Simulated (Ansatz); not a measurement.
Ansatz (a program for electronic structure) run on LaAl2Cu3 (P1, 6 atoms in the cell): self-consistent single point.

Computed with PBEsol, PAW files made with PBE (plane waves; Ansatz).

The change in words: atoms moved at random. Reference geometry:
```yaml
crystal:
  lattice:
    - [2.68800, -4.51426, 0.00000]
    - [2.68800, 4.51426, 0.00000]
    - [0.00000, 0.00000, 4.17089]
  atoms:
    - { symbol: La, position: [0.00000, 0.00000, 0.00000] }
    - { symbol: Al, position: [0.50000, 0.00000, 0.50000] }
    - { symbol: Al, position: [0.00000, 0.50000, 0.50000] }
    - { symbol: Cu, position: [0.66109, 0.33891, 0.00000] }
    - { symbol: Cu, position: [0.33891, 0.66109, 0.00000] }
    - { symbol: Cu, position: [0.50000, 0.50000, 0.50000] }
```

Reference input (self-consistent single point, DFT, PBEsol, plane waves, PAW files made with PBE): kpoints.mp_grid.grid = 5 5 6; hamiltonian.xc = pbesol; hamiltonian.pseudopotentials = {kind: paw} (the program's default PAW files); scf.occupations.method = fermi_dirac; scf.occupations.width = 0.0073 Ry. This run's input differs from it in these lines:

Ansatz 0.2 input:
```diff
@@ -6,8 +6,8 @@
   atoms:
-    - { symbol: La, position: [0.000000, 0.000000, 0.000000] }
-    - { symbol: Al, position: [0.500000, 0.000000, 0.500000] }
-    - { symbol: Al, position: [0.000000, 0.500000, 0.500000] }
-    - { symbol: Cu, position: [0.661090, 0.338910, 0.000000] }
-    - { symbol: Cu, position: [0.338910, 0.661090, 0.000000] }
-    - { symbol: Cu, position: [0.500000, 0.500000, 0.500000] }
+    - { symbol: La, position: [-0.012875, -0.003423, 0.001983] }
+    - { symbol: Al, position: [0.504587, -0.001582, 0.496825] }
+    - { symbol: Al, position: [0.011417, 0.507382, 0.484642] }
+    - { symbol: Cu, position: [0.658780, 0.326698, 0.002975] }
+    - { symbol: Cu, position: [0.331179, 0.666220, 0.008774] }
+    - { symbol: Cu, position: [0.506912, 0.504706, 0.504801] }
 kpoints:
```

Output (repeated stretches shortened):

```
SCF iter   1: F=—  HF=-27012.671719 eV  |F-HF|=—  |Δ(HF+E_count)|=         —  Δρ=1.35e0  dr2=2.16e3  ethr=3.10e-3  ⟨swp⟩=6.5  Hψ=12549  notcnv=0
all-band conjugate gradients solve this SCF's bands
preconditioner: auto → Kerker (q_TF=auto, 2.590 Å⁻¹)
SCF iter   2: F=—  HF=-26983.777229 eV  |F-HF|=—  |Δ(HF+E_count)|=    2.89e1  Δρ=2.49e-1  dr2=8.80e1  ethr=3.10e-3  ⟨swp⟩=5.8  Hψ=25019  notcnv=0  defer=14
   [... lines left out ...]
SCF iter  16: F=—  HF=-26979.106487 eV  |F-HF|=—  |Δ(HF+E_count)|=   4.41e-6  Δρ=1.40e-4  dr2=1.99e-5  ethr=6.67e-8  ⟨swp⟩=2.0  Hψ=5907  notcnv=0  defer=114
SCF iter  17: F=—  HF=-26979.106485 eV  |F-HF|=—  |Δ(HF+E_count)|=   2.81e-6  Δρ=3.76e-5  dr2=2.44e-6  ethr=2.69e-8  ⟨swp⟩=2.3  Hψ=5439  notcnv=0  defer=114
SCF iter  18: F=—  HF=-26979.106484 eV  |F-HF|=—  |Δ(HF+E_count)|=   6.49e-7  Δρ=1.37e-5  dr2=2.44e-7  ethr=3.30e-9  ⟨swp⟩=2.1  Hψ=5817  notcnv=0  defer=114
SCF iter  19: F=-26979.106484 eV  HF=-26979.106484 eV  |F-HF|=6.13e-9  |Δ(HF+E_count)|=   6.10e-8  Δρ=2.94e-6  dr2=1.05e-8  ethr=1.35e-10  ⟨swp⟩=11.0  Hψ=18432  notcnv=0
SCF 1 converged in 19 iterations: F = -26979.106484 eV  dr2 = 1.05e-8
Free energy (F): -26979.106484 eV
Internal energy: -26979.020389 eV  (E = F + TS)
E sigma→0 (E₀):  -26979.063436 eV
Entropy (-TS):   -0.086095 eV (-14.349 meV/atom)
Fermi energy:    12.037046 eV
--- Forces (eV/Å), atoms counted from 1 ---
  atom   1  La     0.29916093    -0.40258063    -0.17526688
  atom   2  Al     0.12944659     0.23473035     0.21635385
  atom   3  Al    -0.45064609     0.14421132     0.53484222
  atom   4  Cu     0.07534025     0.21800917    -0.16715289
  atom   5  Cu     0.02102550    -0.16172877    -0.41143203
  atom   6  Cu    -0.07432987    -0.03263720     0.00265927
--- Stress (GPa, compression-positive) ---
       -2.066047      -0.184550      -0.148473
       -0.184550      -2.492034       0.099121
       -0.148473       0.099121      -1.391747
  P = ⅓ Tr σ = -1.9833 GPa (-19.833 kbar)
  The stress holds the Pulay correction. Without it, at fixed plane waves, as pw.x and ABINIT print it: P = -2.0254 GPa
```

The run converged in 19 iterations. Against the reference run the free energy rises by 11.5 meV/atom, the pressure goes from -2.29 to -1.98 GPa and the largest force goes from 0.001 to 0.714 eV/Å.

The starting cell comes from a database of computed structures (which also holds hypothetical and non-ambient phases and stackings), without a prior relaxation at this level. Its lattice was rescaled by a random factor within 2.5 % of one. For this run, on top of that: atoms moved at random. Spin polarisation is off. Ansatz's pressure includes its estimate of the finite-basis (Pulay) stress.

Cost on one core of a shared machine: roughly 70 s.
